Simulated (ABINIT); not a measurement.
A self-consistent single point of Mg2Zn (Cmcm, 6 atoms in the cell) with ABINIT.

Level of theory: PBEsol, PAW (JTH v2.0 PBE PAW, files made for PBE) (plane waves; ABINIT).

The change in words: lattice scaled by 0.98. Reference geometry:
```xyz
6
Lattice="4.7534 -2.5113 0.0000 4.7534 2.5113 0.0000 0.0000 0.0000 4.7387" Properties=species:S:1:pos:R:3 pbc="T T T"
Mg     6.2286     1.5270     3.5541
Mg     3.2782    -1.5270     1.1847
Mg     6.2286    -1.5270     1.1847
Mg     3.2782     1.5270     3.5541
Zn     4.7534    -0.8812     3.5541
Zn     4.7534     0.8812     1.1847
```

Reference input (self-consistent single point, DFT, PBEsol, plane waves, PAW (JTH v2.0 PBE PAW, files made for PBE)): pseudos = [Mg.GGA_PBE-JTH.xml, Zn.GGA_PBE-JTH.xml]; ecut = 60 Ry; pawecutdg = 120 Ry; pawxcdev = 0; ixc = -116133; occopt = 7; tsmear = 0.00999582 Ha; ngkpt = 5 5 5; nshiftk = 1; shiftk = 0 0 0; potentials = JTH v2.0 PBE PAW; nband = 41. This run's input differs from it in these lines:

```diff
@@ -5,5 +5,5 @@
 rprim
-         8.9826619553   -4.7455841791    0.0000000000
-         8.9826619553    4.7455841791    0.0000000000
-         0.0000000000    0.0000000000    8.9549207758
+         8.8030094721   -4.6506726845    0.0000000000
+         8.8030094721    4.6506726845    0.0000000000
+         0.0000000000    0.0000000000    8.7758219823
 natom 6
@@ -13,8 +13,8 @@
 xcart
-        11.7703412665    2.8856948276    6.7161905819
-         6.1949826441   -2.8856948276    2.2387301940
-        11.7703412665   -2.8856948276    2.2387301940
-         6.1949826441    2.8856948276    6.7161905819
-         8.9826619553   -1.6653204001    6.7161905819
-         8.9826619553    1.6653204001    2.2387301940
+        11.5349354317    2.8279810460    6.5818664868
+         6.0710835125   -2.8279810460    2.1939554956
+        11.5349354317   -2.8279810460    2.1939554956
+         6.0710835125    2.8279810460    6.5818664868
+         8.8030094721   -1.6320140584    6.5818664868
+         8.8030094721    1.6320140584    2.1939554956
 ecut 60 Ry
```

Log, with long lists cut:

```
--- !BeginCycle
solver: {iscf: 17, nstep: 50, nline: 4, wfoptalg: 10, }
tolerances: {tolvrs: 1.00E-11, }
...

     iter   Etot(hartree)      deltaE(h)  residm     nres2
 ETOT  1  -378.08330672048    -3.781E+02 3.955E+00 1.098E+01
 ETOT  2  -382.36095029740    -4.278E+00 9.420E-01 2.261E+00
 ETOT  3  -382.36394132576    -2.991E-03 2.023E-01 6.038E-01
 ETOT  4  -382.36392621642     1.511E-05 9.677E-02 6.314E-01
 ETOT  5  -382.36306505547     8.612E-04 2.452E-02 1.342E-01
   [... 18 lines left out ...]
 ETOT 24  -382.36284511982     1.137E-12 2.988E-05 1.450E-09
 ETOT 25  -382.36284511981     1.819E-12 1.362E-04 6.316E-11
 ETOT 26  -382.36284511982    -1.762E-12 1.336E-05 2.300E-11
 ETOT 27  -382.36284511982    -1.762E-12 8.990E-05 1.024E-12
 At SCF step   27       nres2   =  1.02E-12 < tolvrs=  1.00E-11 =>converged.

 Cartesian components of stress tensor (hartree/bohr^3)
  sigma(1 1)= -1.04225912E-04  sigma(3 2)=  0.00000000E+00
  sigma(2 2)= -8.42408063E-05  sigma(3 1)=  0.00000000E+00
  sigma(3 3)= -1.43680425E-04  sigma(2 1)=  0.00000000E+00

 ----iterations are completed or convergence reached----

 reduced coordinates (array xred) for    6 atoms
       0.351130000001      0.959210000003      0.750000000006
       0.648869999999      0.040789999997      0.250000000006
       0.959210000003      0.351130000001      0.250000000006
       0.040789999997      0.648869999999      0.750000000006
       0.675459999995      0.324540000005      0.750000000006
       0.324540000005      0.675459999995      0.250000000006
 cartesian forces (eV/Angstrom) at end:
   [... lines left out ...]
 Fermi (or HOMO) energy (eV) =   7.00079   Average Vxc (eV)=  -9.43280
   [... lines left out ...]
'-kT*entropy'       : -3.18588653562254E-03
total_energy        : -3.82362844832630E+02
total_energy_eV     : -1.04046221445423E+04
...

-Cartesian components of stress tensor (GPa)         [Pressure=  3.2574E+00 GPa]
- sigma(1 1)= -3.06643168E+00  sigma(3 2)=  0.00000000E+00
- sigma(2 2)= -2.47844967E+00  sigma(3 1)=  0.00000000E+00
- sigma(3 3)= -4.22722332E+00  sigma(2 1)=  0.00000000E+00

 Calculation completed.
```

The run converged in 27 iterations. Against the reference run the free energy goes up by 11.4 meV/atom, the pressure goes from 0.01 to 3.26 GPa and the largest force goes from 0.037 to 0.012 eV/Å.

The starting cell comes from a database of computed structures (which also holds hypothetical and non-ambient phases and stackings), without a prior relaxation at this level. For this run, on top of that: lattice scaled by 0.98. The potentials were made for another functional than the one used. With a pressure of about 3 GPa the cell is away from its equilibrium volume at this level.

Cost on one core of a shared machine: roughly 7 min.
